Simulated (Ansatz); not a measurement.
Candidates (primitive cells; geometry: cell and atoms relaxed with PBEsol):
A. InP (F-43m), a = b = c = 4.157 Å, α = β = γ = 60.00°
B. ZnSe (F-43m), a = b = c = 3.983 Å, α = β = γ = 60.00°
C. ZnS (F-43m), a = b = c = 3.787 Å, α = β = γ = 60.00°
D. GaP (F-43m), a = b = c = 3.8456 Å, α = β = γ = 60.00°

Question: Rank these by electron conductivity mass (highest first), as PBEsol with spin-orbit coupling, rigid bands in Ansatz (an electronic-structure program) gives it.

Answer: D (0.35 mₑ), C (0.179 mₑ), B (0.100 mₑ), A (0.056 mₑ)

Masses are for dilute carriers at 300 K, harmonic means over directions unless an axis is named.
